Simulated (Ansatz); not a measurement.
Migration barriers of interstitials in covalent semiconductors: PBE bands (Ansatz, a quantum-chemistry and plane-wave program, plane waves to 420 eV, PAW, climbing-image NEB) beside r2SCAN single points (500 eV) at the PBE geometries. Forward barriers of single hops from the lowest site run, static nuclei, no finite-size correction. The rows are a random draw from the bands that converged and passed our checks of state and shape. Saddle orders were checked for a part of the study's bands only and are not shown. Charge states are imposed.

```tsv
Defect	Route	Hop (Å), direction in the unit cell	End over start, densest mesh run (eV)	Cell and PBE mesh	r2SCAN k-points	PBE (eV)	r2SCAN (eV)
interstitial Na in 4H silicon carbide, charge +1	Na moves farthest	2.22 along (0.00, 0.00, -0.22)	1.26	72 sites, Γ	same mesh	3.32	3.46
interstitial Na in 3C silicon carbide, charge +1	Na moves farthest	1.90 along (0.25, -0.25, 0.25)	0.45	64 sites, 2×2×2 shifted	same mesh	1.89	1.98
interstitial Be in silicon, charge +2	Be moves farthest	2.36 along (0.25, -0.25, -0.25)	0.00	64 sites, 2×2×2 shifted	same mesh	0.06	0.01
interstitial Li in diamond, charge +1	Li moves farthest	1.55 along (-0.25, 0.25, -0.25)	0.00	64 sites, 2×2×2 shifted	same mesh	1.85	1.91
interstitial Li in 4H silicon carbide, charge +1	Li moves farthest	2.40 along (0.00, 0.00, 0.24)	0.20	72 sites, Γ	same mesh	1.93	(withheld)
interstitial Zn in zinc-blende GaP, charge +2	Zn moves farthest	2.37 along (0.24, -0.26, 0.24)	0.55	64 sites, one k-point at (0.250, 0.250, 0.250)	same mesh	0.57	0.62
interstitial B in 2H silicon carbide, charge +3	B moves farthest	1.31 along (-0.40, -0.20, -0.15)	0.47	72 sites, Γ	same mesh	0.93	(withheld)
interstitial O in zinc-blende BP, charge 0	O moves farthest	1.11 along (-0.17, 0.17, 0.00)	0.00	64 sites, 2×2×2 shifted	same mesh	2.26	2.48
```

Question: Fill in the missing entries.

Answer: 
- interstitial B in 2H silicon carbide, charge +3, r2SCAN (eV): 0.97
- interstitial Li in 4H silicon carbide, charge +1, r2SCAN (eV): 2.02
